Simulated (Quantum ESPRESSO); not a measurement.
# Short convergence ladders for Co (P-3m1, 2 atoms in the cell)

```xyz
2
Lattice="2.5225 0.0000 0.0000 -1.2613 2.1846 0.0000 0.0000 0.0000 4.0903" Properties=species:S:1:pos:R:3 pbc="T T T"
Co     0.0000     1.4564     1.0726
Co     1.2613     0.7282     3.0678
```
Moments meant for the start (each program seeds them in its own way; μB, in the order of the atoms Co Co): 2.0 2.0.

Base method: LDA (PZ), PSlibrary PAW (LDA) pseudopotentials (plane waves; Quantum ESPRESSO).

Base settings: ecutwfc = 55 Ry; ecutrho = 330 Ry; occupations = smearing; smearing = fd; degauss = 0.0073499 Ry; nspin = 2; potentials = {Co: Co.pz-n-kjpaw_psl.1.0.0.UPF}; K_POINTS = automatic 7 7 4 0 0 0; conv_thr = 1e-11 Ry; mixing_beta = 0.3.

The count of work is k-points × plane waves × bands × iterations; it is no time. Core times come from one kind of shared machine, to one figure; runs under 30 s give none.

**The k-point mesh at a smearing width of 0.02 eV**

In this ladder: degauss = 0.00147 Ry.

Only quantities that move along the ladder and can be compared are tabulated.

```tsv
K_POINTS	free energy less the last step's (meV/atom)	pressure (GPa)	largest difference of a force vector from the last step's (eV/Å)	net moment (μB/atom)	count of work / last	core time / last (rough)
automatic 5 5 3 0 0 0	25.78	-21.97	0.011	1.780	0.038	–
automatic 8 8 4 0 0 0	-3.48	-24.50	0.004	1.595	0.082	–
automatic 11 11 6 0 0 0	-2.89	-25.15	0.006	1.545	0.21	0.2
automatic 16 16 9 0 0 0	0.80	-24.88	0.005	1.565	0.66	0.6
automatic 20 20 11 0 0 0	0.00	-24.50	0.000	1.590	1.0	1
```

Coarsest K_POINTS that holds the net moment within 0.05 μB/atom: not settled: the last two steps still differ by 0.025 μB/atom, over half the tolerance, so the ladder does not show it.

**The mesh under tetrahedron occupations**

In this ladder: occupations = tetrahedra_opt; smearing = default; degauss = default.

Only quantities that move along the ladder and can be compared are tabulated.

| K_POINTS | free energy less the last step's (meV/atom) | pressure (GPa) | largest difference of a force vector from the last step's (eV/Å) | net moment (μB/atom) | count of work / last | core time / last (rough) |
|---|---|---|---|---|---|---|
| automatic 6 6 4 0 0 0 | 15.73 | -24.97 | 0.069 | 1.530 | 0.077 | 0.1 |
| automatic 9 9 5 0 0 0 | 3.30 | -24.66 | 0.002 | 1.570 | 0.14 | 0.1 |
| automatic 15 15 8 0 0 0 | 1.46 | -24.49 | 0.009 | 1.590 | 0.58 | 0.7 |
| automatic 18 18 10 0 0 0 | 0.00 | -24.52 | 0.000 | 1.590 | 1.0 | 1 |

Coarsest K_POINTS that holds the pressure within 0.1 GPa of the last step, with all finer ones: automatic 15 15 8 0 0 0; the step before is off by 0.14 GPa.

State of the free energy at the end of the ladder: still drifting one way, by 3.3 meV/atom over the last two steps, so the last step is no safe reference.

Coarsest K_POINTS that holds the net moment within 0.05 μB/atom of the last step, with all finer ones: automatic 9 9 5 0 0 0, at 0.14 of the last step's count of work and about 0.1 of the last step's time; the step before is off by 0.060 μB/atom.

On the base run: the starting cell has typed, rounded lattice constants, without a prior relaxation at this level. Its lattice was rescaled by up to half a per cent. One atom was moved a little off its site on purpose. The magnetic order is the one reached from the typed start; others were not searched systematically. In the base run, with a pressure of about -24 GPa the cell is away from its equilibrium volume at this level. Without a gap this mesh is coarse (it stands for a supercell whose shortest vector is 16 Å).
